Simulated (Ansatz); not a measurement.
Cell and atoms of amorphous silicon oxynitride (Si$_{24}$O$_{36}$N$_{8}$):

```xyz
68
Lattice="9.5141 0.0000 0.0000 0.0000 9.5141 0.0000 0.0000 0.0000 9.5141" Properties=species:S:1:pos:R:3 pbc="T T T"
Si     8.3189     1.8683     0.6741
Si     1.5533     2.6501     3.1922
Si     5.6800     2.6518     4.8795
Si     3.1319     4.4024     5.2835
Si     1.5523     5.2331     8.1741
Si     1.0885     2.1148     8.4449
Si     9.4739     6.4145     4.0924
Si     4.0210     3.2855     1.3135
Si     3.9320     8.2264     8.2872
Si     1.7571     6.8512     6.3784
Si     4.7794     5.7294     0.1806
Si     0.4220     0.3977     1.7388
Si     8.4915     5.6703     6.6538
Si     0.5338     6.6912     1.1049
Si     7.8153     4.8582     9.4155
Si     4.6574     5.6129     3.0873
Si     6.7469     7.2978     4.8639
Si     4.5450     0.0902     4.3095
Si     2.2970     0.2312     6.4995
Si     8.5434     3.4803     4.3555
Si     5.6117     0.7333     0.0336
Si     4.3471     8.2684     1.5851
Si     8.9760     1.0456     6.2936
Si     6.1942     0.1974     6.6115
O      8.3543     0.8930     2.0283
O      4.5901     3.7000     5.4861
O      7.9739     4.6167     7.7964
O      7.2218     6.6841     6.3235
O      0.5991     8.3217     1.3802
O      4.5488     6.7195     8.4278
O      7.0769     1.3645     9.2559
O      6.0757     1.7850     6.2124
O      4.9108     4.0856     2.4653
O      2.5474     3.0668     1.9644
O      4.6464     1.9151     0.6807
O      1.2053     7.1669     4.8810
O      6.9107     3.4801     4.1905
O      1.7294     6.1036     0.1073
O      5.1282     1.5411     3.7896
O      6.2992     5.2386     0.1923
O      0.5563     6.0614     2.6209
O      1.3648     1.0036     2.9590
O      3.8921     4.3554     0.0665
O      3.3663     8.6425     0.2942
O      5.8679     6.2468     3.9748
O      0.7754     0.1504     5.9508
O      8.7229     2.0070     5.0351
O      0.0616     3.3442     3.0718
O      3.3524     5.5176     4.0777
O      3.3606     0.5661     5.3303
O      3.8998     8.7776     3.0665
O      8.1837     7.4627     4.0284
O      2.3512     1.3624     7.7043
O      2.1548     3.1961     4.6411
O      8.6589     6.1475     0.4429
O      7.8195     9.5069     6.7580
O      9.3032     2.1014     7.4698
O      5.7296     9.0601     1.1743
O      1.3608     3.7061     8.6435
O      8.1740     3.4923     0.7122
N      8.9571     5.0195     5.0649
N      4.4565     6.5678     1.6651
N      0.4041     6.3267     7.3632
N      5.7636     8.7186     5.2106
N      0.4602     1.3984     0.3243
N      5.1808     9.4459     8.0213
N      2.6932     8.1675     7.0791
N      2.5731     5.3044     6.6743
```

Computed with PBE, scalar-relativistic without spin-orbit coupling (plane waves to 420 eV, PAW; Ansatz, an electronic-structure program).

The cell was made by melting and quenching with the CHGNet potential and then relaxed with DFT. O and N atoms were pushed apart under 1.9 Å during the dynamics, to hinder bonds among them. The hot cell started wider than the set density and was brought back towards it in steps. It is the lowest in DFT energy of 2 quenches. It is a model cell: composition and starting density were chosen by hand, and all elements were melted together. No dispersion term was used. Its density started from a set value of 2.77 and ended at 2.63 g/cm³. Cooling (nominally 150 K/ps over its main leg) ran many orders faster than in experiment, which tends to leave more defects and strain. Values belong to this one cell and scatter from quench to quench. The volume was free in the relaxation, at fixed shape. Stress components on the final sampling reach 3.1 GPa.

Bonds are counted up to Si-Si 2.60 Å, Si-O 1.90 Å, Si-N 2.02 Å, O-O 1.58 Å, O-N 1.64 Å, N-N 1.70 Å. Two cations that share two anions don't count as bonded, nor two that share one unless they lie closer than Si-Si 2.38 Å.

### Question
Give the coordination numbers, mean bond lengths and angles.

### Answer

```yaml
Mean coordination of Si by anions: 4.00 (24 with 4)
Mean coordination of O: 2.00 (36 with 2)
Mean coordination of N: 3.00 (8 with 3)
Mean Si-O bond: 1.642 Å (spread 0.020 Å, 72 counted)
Mean Si-N bond: 1.752 Å (spread 0.027 Å, 24 counted)
Bond angle at Si: mean 109.4°, spread 6.9°
Bond angle at O: mean 135.8°, spread 16.4°
Bond angle at N: mean 117.8°, spread 16.4°
```

### Question
List the pairs of like atoms that count as bonded by the rules above.

### Answer
There are none by these rules.
